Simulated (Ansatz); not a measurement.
Cd(OH)2 (P-3m1, No. 164; cell taken from a computed entry), treated with PBEsol (PAW; Ansatz, an electronic-structure program).

Numerical settings: plane-wave cutoff 500 eV, 18×18×8 k mesh (along the axes of the cell as run), gaussian smearing 0.02 eV, scalar-relativistic PAW data made under PBE.

Cell (relaxed at this level):

Space group P-3m1 (No. 164); a = b = 3.507 Å, c = 4.577 Å, α = β = 90.00°, γ = 120.00°

| atom | site | symmetry | x | y | z |
|---|---|---|---|---|---|
| Cd | 1a | -3m. | 0.0000 | 0.0000 | 0.0000 |
| H | 2d | 3m. | 0.3333 | 0.6667 | 0.4532 |
| O | 2d | 3m. | 0.3333 | 0.6667 | 0.2395 |

**Question.** Predict the band gap.

**Answer.** 
band gap: 1.59 eV (on the SCF k mesh)

Note: the relaxation could not lower the start's symmetry, so the cell can be a saddle point above a distorted one.

Spin–orbit coupling is not included.
